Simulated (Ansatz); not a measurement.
The reference is HfSi2 (space group Cmcm, No. 63; a = 3.683 Å, b = 14.598 Å, c = 3.658 Å). Axes: x, y, z lie along a, b, c of the conventional cell.

The values are results of PBE, PAW, 420 eV (Ansatz, a first-principles code; no spin-orbit coupling), not measurements.

Before the change:

- Pressure: 0.0 GPa
- Shortest interatomic distance: 2.421 Å

Now apply this change: compressive biaxial strain of 1.24 % in the plane normal to [001], as in epitaxy on a mismatched substrate; the out-of-plane cell vector and the atoms relax.

What does the calculation give for the energy relative to the base after the change?

The energy goes up by 3.8 meV/atom.

What does the calculation give for the pressure after the change?

The pressure (mean of the normal stresses, compression positive) goes from zero to 2.0 GPa.

What does the calculation give for the shortest interatomic distance after the change?

The shortest interatomic distance stays essentially unchanged (2.421 Å against 2.422 Å).

Without a gap, meshes like the base's 13×13×13 leave anisotropic stresses uncertain by several tenths of a GPa, and small strain energies with them. Stability against distortions was not tested. All final runs are without spin polarisation.
